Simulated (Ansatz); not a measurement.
## ZnSe, response to strain

Base system: ZnSe in the zinc blende structure (space group F-43m, No. 216; a = 5.733 Å).

Strains are applied to the cell and any free atomic positions relax.

Calculations: PBE (Ansatz, a first-principles code), no SOC.

Notes on the quantities. energy relative to the base: free energy F.

| isotropic strain (%) | energy relative to the base (meV/atom) |
|---|---|
| -2.5 | 25.6 |
| -1.5 | 8.9 |
| 0 | 0.0 |
| 0.5 | ? |
| 1 | 3.6 |
| 1.5 | 8.0 |
| 2 | 14.0 |
| 2.5 | 21.5 |
| 3 | 30.4 |

Question: Fit ΔE = Aε² + Bε³ (ε in %) to the rows shown and predict the withheld row.

Answer: Least squares on the printed values gives A = 3.77 and B = -0.13 meV/atom (largest residual 0.0 meV/atom); this predicts 0.9 meV/atom, and the run gives 0.9 meV/atom, in agreement.

No phonon test of stability was made.
